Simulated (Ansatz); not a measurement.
Effect of biaxial strain +2.00 %, plane normal [001], relaxed out of plane on Ta

Consider Ta in the bcc (W type) structure (space group Im-3m, No. 229; a = 3.2823 Å; relaxed with 0.1 eV smearing). Axes: x, y, z lie along the cube axes.

Perturbation: tensile biaxial strain of 2.00 % in the plane normal to [001], as in epitaxy on a mismatched substrate; the out-of-plane cell vector and the atoms relax.

Computed with PBEsol (Ansatz, a quantum-chemistry and plane-wave program, PAW, no spin-orbit coupling). Γ-centred 28×28×28 mesh, Fermi–Dirac width 0.1 eV.

| quantity | base | changed | shift |
|---|---|---|---|
| volume per atom | 17.68 Å³ | 17.96 Å³ | +0.28 Å³ |
| space group | Im-3m (No. 229) | I4/mmm (No. 139) | – |
| shortest interatomic distance | 284.3 pm | 285.9 pm | +1.6 pm |
| energy relative to the base (free energy F) | 0 meV/atom | +10 meV/atom | +10 meV/atom |
| pressure (mean of the normal stresses, compression positive) | 0.0 GPa | -3.0 GPa | -3.0 GPa |
| band gap | zero | zero | – |
| out-of-plane strain | – | -2.35 % | – |
| ratio −ε⊥/ε∥ | – | 1.18 | – |
| mean in-plane stress (compression positive) | – | -4.5 GPa | – |

Cost of the whole job for the changed cell (relaxation, final SCF and bands): roughly 80 core-seconds.

Stability against distortions was not tested. The final runs are not spin-polarised.
